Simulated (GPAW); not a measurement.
A self-consistent single point of BeTe (F-43m, 2 atoms in the cell) with GPAW.

Method of the run: PBE, GPAW PAW datasets PBE (gpaw-data 1.0.1) (plane waves; GPAW 25.7.0).

The change in words: lattice scaled by 0.98. Reference geometry:
```
BeTe
1.0
    0.00000     2.81500     2.81500
    2.81500     0.00000     2.81500
    2.81500     2.81500     0.00000
Be Te
1 1
Direct
  0.00000   0.00000   0.00000
  0.25000   0.25000   0.25000
```

Reference input (self-consistent single point, DFT PBE, plane waves, GPAW PAW datasets PBE (gpaw-data 1.0.1)): mode = pw; ecut = 800 eV; xc = PBE; kpts = 5 5 5; mesh shift (steps) = 0 0 0; occupations.name = fermi-dirac; occupations.width = 0.01 eV; nbands = -8; convergence.density = 1e-05 e/electron; convergence.bands = -6; symmetry.symmorphic = false; symmetry.tolerance = 0.0005. This run's input differs from it in these lines:

```diff
@@ -5,5 +5,5 @@
 atoms = Atoms(['Be', 'Te'],
-              cell=[[0.000000, 2.815000, 2.815000],
-                    [2.815000, 0.000000, 2.815000],
-                    [2.815000, 2.815000, 0.000000]],
+              cell=[[0.000000, 2.758700, 2.758700],
+                    [2.758700, 0.000000, 2.758700],
+                    [2.758700, 2.758700, 0.000000]],
               scaled_positions=[[0.000000, 0.000000, 0.000000],
```

The program printed (abridged):

```
     iter     time        total  log10-change:
                         energy   eigst   dens
iter:   1 --:--:--    -7.723548   +0.64
iter:   2 --:--:--    -7.702436   -1.15  -0.90
iter:   3 --:--:--    -7.570517   -1.86  -0.93
iter:   4 --:--:--    -7.571975   -3.32  -1.49
iter:   5 --:--:--    -7.568439c  -3.06  -1.54
iter:   6 --:--:--    -7.568982c  -3.89  -2.04
iter:   7 --:--:--    -7.568558c  -4.36  -2.14
iter:   8 --:--:--    -7.568542c  -5.58  -2.97
iter:   9 --:--:--    -7.568542c  -7.12  -3.25
iter:  10 --:--:--    -7.568545c  -6.32  -3.25
iter:  11 --:--:--    -7.568545c  -7.19  -3.54
iter:  12 --:--:--    -7.568545c  -8.70c -4.43
iter:  13 --:--:--    -7.568545c  -9.40c -4.62
iter:  14 --:--:--    -7.568545c -10.36c -4.89
iter:  15 --:--:--    -7.568545c  -9.70c -4.91
iter:  16 --:--:--    -7.568545c -11.23c -4.95
iter:  17 --:--:--    -7.568545c -11.30c -4.97
iter:  18 --:--:--    -7.568545c  -9.45c -5.00c
Converged after 18 iterations.

Dipole moment: (-5.360639, -5.360639, -5.360639) |e|*Ang

Energy contributions relative to reference atoms: (reference = -185188.868407)

Kinetic:        +19.766878
Potential:      -17.546654
External:        +0.000000
XC:              -9.921061
Entropy (-ST):   -0.000000
Local:           +0.132293
SIC:             +0.000000
--------------------------
Free energy:     -7.568545
Extrapolated:    -7.568545

Showing only first 2 kpts
 Kpt  Band  Eigenvalues  Occupancy
  0     2      5.71318    2.00000
  0     3      5.71318    2.00000
  0     4      9.28152    0.00000
  0     5      9.28152    0.00000

  1     2      4.28258    2.00000
  1     3      4.28258    2.00000
  1     4      8.48327    0.00000
  1     5     10.77970    0.00000

Fermi level: 6.38529

Gap: 1.945 eV
Transition (v -> c):
   [... lines left out ...]
Direct/indirect transitions are different
Direct gap: 3.568 eV
Transition at: (s=0, k=0, n=3, [0.00, 0.00, 0.00])
Energy (eV): -7.568545

Forces in eV/Ang:
  0 Be    0.00000   -0.00000   -0.00000
  1 Te    0.00000   -0.00000   -0.00000

Stress tensor:
    -0.034392    -0.000000    -0.000000
    -0.000000    -0.034392     0.000000
    -0.000000     0.000000    -0.034392
Stress (GPa, Voigt): [-5.5103 -5.5103 -5.5103  0.     -0.     -0.    ]
```

The run converged in 18 iterations. GPAW prints stress with tension positive. Against the reference run the free energy goes up by 27.1 meV/atom, the pressure goes from 1.30 to 5.51 GPa and the gap on the mesh goes from 2.085 to 1.945 eV.

The starting cell has typed, rounded lattice constants, without a prior relaxation at this level. For this run, on top of that: lattice scaled by 0.98. Spin-orbit coupling is off. With a pressure of about 6 GPa the cell is away from its equilibrium volume at this level.
